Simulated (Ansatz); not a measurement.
The parent structure is SiO2 in the CdI2 type structure (space group P-3m1, No. 164; a = 2.6699 Å, c = 4.5093 Å; a hypothetical phase, not in the database extracts checked; layered, stacked along the Cartesian z axis).

Modification: a hydrostatic pressure of 7 GPa.

Levels (all Ansatz, a program for electronic structure, PAW, earlier PAW set): PBEsol-D3(BJ) (420 eV, spin-orbit coupling left out); r2SCAN (500 eV, without spin-orbit coupling); HSE06 (420 eV, scalar-relativistic without spin-orbit coupling); PBEsol+SOC (420 eV, noncollinear with spin-orbit coupling); HSE06+SOC (420 eV, noncollinear with spin-orbit coupling).

One geometry, relaxed with PBEsol-D3(BJ), under each level:

```tsv
level	band gap	lowest conduction level above the VBM at special points	electron mass
PBEsol-D3(BJ)	6.35 eV	Γ 6.35 eV; A 7.54 eV; M 7.57 eV; L 7.91 eV	0.73 mₑ along c, 0.37 mₑ across (at Γ)
r2SCAN	7.32 eV	Γ 7.32 eV; A 8.57 eV; M 8.69 eV; L 9.01 eV	0.71 mₑ along c, 0.37 mₑ across (at Γ)
HSE06	8.47 eV	Γ 8.47 eV; A 9.74 eV; M 9.72 eV	–
PBEsol+SOC	6.35 eV	Γ 6.35 eV; A 7.54 eV; M 7.57 eV; L 7.91 eV	0.73 mₑ along c, 0.37 mₑ across (at Γ)
HSE06+SOC	8.47 eV	Γ 8.47 eV; A 9.74 eV; M 9.72 eV	–
```

Single points use the geometry relaxed with PBEsol-D3(BJ). Their cutoffs differ, which shifts pressures a little. HSE06 gaps are upper bounds (no full band path). The spin-orbit shifts are approximate. Load acts through the strain it causes; cell and atoms are relaxed under it. Effective masses come from finite differences of ±0.01 Å⁻¹. Whether these cells are dynamically stable was not tested. No other phases were tried under pressure.
